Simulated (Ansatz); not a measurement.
**VW₃ (Fm-3m): resistivity and electron-phonon coupling**

Here is the system:

```xyz
4
Lattice="0.0000 3.1055 3.1055 3.1055 0.0000 3.1055 3.1055 3.1055 0.0000" Properties=species:S:1:pos:R:3 pbc="T T T"
V      0.0000     0.0000     0.0000
W      1.5528     1.5528     1.5528
W      4.6583     4.6583     4.6583
W      3.1055     3.1055     3.1055
```

Computed with PBEsol, DFPT electron-phonon coupling, linearised Boltzmann equation (plane waves, PAW, scalar-relativistic; Ansatz, an electronic-structure program). Cell: relaxed with this functional, without spin-orbit coupling.

| Property | Result |
|---|---|
| resistivity at 300 K | 4.1 μΩ·cm |
| electron mean free path at 300 K (weighted by the current that each state carries) | 23 nm |
| electron-phonon coupling λ | 0.189 |
| transport coupling λ_tr | 0.193 |
| logarithmic mean phonon energy | 21 meV |
| density of states at the Fermi level | 0.83 states/(eV·spin·cell) |
| Drude plasma energy | 7.1 eV |
| Hall coefficient at 300 K | 22 ×10⁻¹¹ m³/C |
| Tc for μ* = 0.10 (anisotropic Eliashberg) | below 1 K |
| Tc for μ* = 0.13 (anisotropic Eliashberg) | below 1 K |

A metal at this level (no band gap). Only scattering by harmonic phonons is included (no impurities, grain boundaries, electron-electron scattering or thermal expansion). Spin-orbit coupling is left out, which matters with elements this heavy. Halving the electron mesh (24x24x24) moves the resistivity by up to 2 % at 300 K, the mean free path by up to 3 %, the coupling by up to 2 %. Smearing 0.20 eV; phonons on a 4x4x4 q mesh, which this run doesn't test and which matters most at low temperature. Tc comes from the anisotropic Migdal-Eliashberg equations with μ*, a chosen number, referred to 25 meV.

Computed structure, not matched to a measured one here, so possibly hypothetical: VW3 (Fm-3m). Treated as nonmagnetic (a ferromagnetic start lost its moment, other orders weren't tried): VW3 (Fm-3m).
